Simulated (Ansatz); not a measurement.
Ansatz (a quantum-chemistry and plane-wave program) run on SnP3 (R-3m, 8 atoms in the cell): self-consistent single point.

Method: LDA (PW92), PAW files made with PBE (plane waves; Ansatz).

```yaml
crystal:
  lattice:
    - [3.77964, 2.18218, 3.69964]
    - [-3.77964, 2.18218, 3.69964]
    - [0.00000, -4.36435, 3.69964]
  atoms:
    - { symbol: Sn, position: [0.74595, 0.74595, 0.74595] }
    - { symbol: Sn, position: [0.25405, 0.25405, 0.25405] }
    - { symbol: P, position: [0.20089, 0.20089, 0.74082] }
    - { symbol: P, position: [0.79910, 0.79910, 0.25918] }
    - { symbol: P, position: [0.74082, 0.20089, 0.20089] }
    - { symbol: P, position: [0.25918, 0.79910, 0.79910] }
    - { symbol: P, position: [0.20089, 0.74082, 0.20089] }
    - { symbol: P, position: [0.79910, 0.25918, 0.79910] }
```

Reference input (self-consistent single point, DFT, PBEsol, plane waves, PAW files made with PBE): kpoints.mp_grid.grid = 4 4 4; hamiltonian.xc = pbesol; hamiltonian.pseudopotentials = {kind: paw} (an earlier, softer set of the program's PAW files); scf.occupations.method = gaussian; scf.occupations.width = 0.1 eV. This run's input differs from it in these lines:

Ansatz 0.2 input:
```diff
@@ -18,3 +18,3 @@
 hamiltonian:
-  xc: pbesol
+  xc: lda
   pseudopotentials:
```

Output (repeated stretches shortened):

```
SCF iter   1: F=—  HF=-16115.150042 eV  |F-HF|=—  |Δ(HF+E_count)|=         —  Δρ=2.71e-2  dr2=1.10e0  ethr=3.10e-3  ⟨swp⟩=8.9  Hψ=2603  notcnv=0
all-band conjugate gradients solve this SCF's bands
preconditioner: auto → Kerker (q_TF=auto, 2.253 Å⁻¹)
SCF iter   2: F=—  HF=-16114.942978 eV  |F-HF|=—  |Δ(HF+E_count)|=   2.07e-1  Δρ=1.63e-2  dr2=4.27e-1  ethr=1.90e-3  ⟨swp⟩=1.2  Hψ=592  notcnv=0  defer=3
   [... lines left out ...]
SCF iter   6: F=—  HF=-16114.831246 eV  |F-HF|=—  |Δ(HF+E_count)|=   9.20e-6  Δρ=6.17e-5  dr2=2.30e-5  ethr=2.24e-7  ⟨swp⟩=2.5  Hψ=781  notcnv=0  defer=11
SCF iter   7: F=—  HF=-16114.831238 eV  |F-HF|=—  |Δ(HF+E_count)|=   8.52e-6  Δρ=2.07e-5  dr2=1.74e-6  ethr=3.96e-8  ⟨swp⟩=2.9  Hψ=930  notcnv=0  defer=27
SCF iter   8: F=—  HF=-16114.831238 eV  |F-HF|=—  |Δ(HF+E_count)|=   4.16e-7  Δρ=7.55e-6  dr2=1.89e-7  ethr=3.00e-9  ⟨swp⟩=2.0  Hψ=830  notcnv=0  defer=27
SCF iter   9: F=-16114.831237 eV  HF=-16114.831238 eV  |F-HF|=6.72e-9  |Δ(HF+E_count)|=   3.38e-8  Δρ=2.13e-6  dr2=1.77e-8  ethr=1.72e-10  ⟨swp⟩=13.8  Hψ=2489  notcnv=0
SCF 1 converged in 9 iterations: F = -16114.831237 eV  dr2 = 1.77e-8
Free energy (F): -16114.831237 eV
Internal energy: -16114.818752 eV  (E = F + TS)
E sigma→0 (E₀):  -16114.824995 eV
Entropy (-TS):   -0.012486 eV (-1.561 meV/atom)
Fermi energy:    7.245872 eV
--- Forces (eV/Å), atoms counted from 1 ---
  atom   1  Sn    -0.00000000     0.00000000    -0.07288594
  atom   2  Sn    -0.00000000    -0.00000000     0.07288594
  atom   3  P      0.00000000    -0.23044622    -0.28350218
  atom   4  P      0.00000000     0.23044622     0.28350218
  atom   5  P      0.19957229     0.11522313    -0.28350217
  atom   6  P     -0.19957229    -0.11522313     0.28350217
  atom   7  P     -0.19957229     0.11522313    -0.28350217
  atom   8  P      0.19957229    -0.11522313     0.28350217
--- Stress (GPa, compression-positive) ---
       -7.266262       0.000000       0.000000
        0.000000      -7.266262      -0.000000
        0.000000      -0.000000      -6.250289
  P = ⅓ Tr σ = -6.9276 GPa (-69.276 kbar)
  The stress holds the Pulay correction. Without it, at fixed plane waves, as pw.x and ABINIT print it: P = -6.9422 GPa
```

The run converged in 9 iterations. Against the reference run the pressure goes from -5.67 to -6.93 GPa and the largest force goes from 0.289 to 0.365 eV/Å.

The starting cell comes from a database of computed structures (which also holds hypothetical and non-ambient phases and stackings), without a prior relaxation at this level. Its lattice was rescaled by a random factor within 2.5 % of one. With a pressure of about -7 GPa the cell is away from its equilibrium volume at this level. Ansatz's pressure includes its estimate of the finite-basis (Pulay) stress. The run gives no clean gap (levels at the Fermi energy touch, overlap or are partly filled at this smearing), which alone does not show that the compound is a metal.
